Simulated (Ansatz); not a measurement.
# S on the 1x1 (0001) surface of hcp Ru, one in a 2x2 cell, started at the site 'bridge Ru-Ru (span 2.7 Å)'

These are PBE (plane waves to 420 eV, PAW; Ansatz, a quantum-chemistry and plane-wave program) values and carry that method's errors.

Model: 17-atom slab, 6.3 Å thick at the start under the adsorbate (thin: gaps and levels are the slab's own), 6x6x1 mesh, Fermi-Dirac 0.1 eV, dipole correction, 8 atoms held, the rest relaxed; symmetry of the start imposed; no spin, no spin-orbit, no U, no dispersion correction. At the end it is bonded to 3 Ru. In PBE it is, or lies within 0.03 eV of, the lowest of the starts that converged.

```json
{
  "adsorption energy against ⅛ S8(g)": "-2.67 eV",
  "work_function_of_the_top_face": "5.11 eV",
  "change_of_the_work_function": "0.11 eV",
  "change_of_the_step_from_the_bottom_to_the_top_vacuum_level_against_the_clean_slab": "0.10 eV",
  "energy_released_by_relaxation": "1.17 eV",
  "height of the binding atom over the mean of the host atoms within 0.3 Å of the top one": "1.656 Å",
  "nearest_host_atoms_of_the_binding_atom": "Ru at 2.32 Å, Ru at 2.32 Å, Ru at 2.32 Å",
  "largest_move_of_a_host_atom": "0.10 Å",
  "note": "in the relaxation the adsorbate left its starting site by 0.8 Å",
  "cost": "about 13 core-minutes (a rough figure)"
}
```

A negative adsorption energy means that the adsorbate is more stable on the surface than in its reference.
